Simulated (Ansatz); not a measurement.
Start from BeTe in the zinc blende structure (space group F-43m, No. 216).

```
CELL_PARAMETERS angstrom
      0.00000     2.77712     2.77712
      2.77712     0.00000     2.77712
      2.77712     2.77712     0.00000
ATOMIC_POSITIONS crystal
  Be 0.00000 0.00000 0.00000
  Te 0.25000 0.25000 0.25000
```

Cartesian axes are those of the cell as printed.

Level of theory: LDA (Ansatz, a first-principles code), scalar-relativistic without spin-orbit coupling.

Strains are applied to the cell and any free atomic positions relax; under biaxial strain the out-of-plane vector relaxes too.

One change was made to it. Results:

The volume per atom goes up by 0.28 Å³ (21.42 Å³ → 21.70 Å³); the valence-band top at Γ (three highest levels, from the VBM) changes from 0.00, 0.00, 0.00 eV to 0.00, -0.09, -0.09 eV.

### Question
Which of these changes matches the shifts?
A) biaxial strain −0.42 %, plane normal [111], relaxed out of plane
B) biaxial strain −1.67 %, plane normal [111], relaxed out of plane
C) biaxial strain +0.83 %, plane normal [111], relaxed out of plane
D) biaxial strain +2.08 %, plane normal [111], relaxed out of plane
E) biaxial strain +1.25 %, plane normal [111], relaxed out of plane

### Answer
C, biaxial strain +0.83 %, plane normal [111], relaxed out of plane. For comparison, the valence-band top at Γ in the other runs: biaxial strain +2.08 %, plane normal [111], relaxed out of plane gives 0.00, -0.21, -0.21 eV; biaxial strain −1.67 %, plane normal [111], relaxed out of plane gives 0.00, 0.00, -0.23 eV; biaxial strain −0.42 %, plane normal [111], relaxed out of plane gives 0.00, 0.00, -0.05 eV; biaxial strain +1.25 %, plane normal [111], relaxed out of plane gives 0.00, -0.14, -0.14 eV.

Spin-orbit coupling, missing from the scalar runs, can matter with Te. The levels and masses belong to the bands next to the band gap. Stability against distortions was not tested.
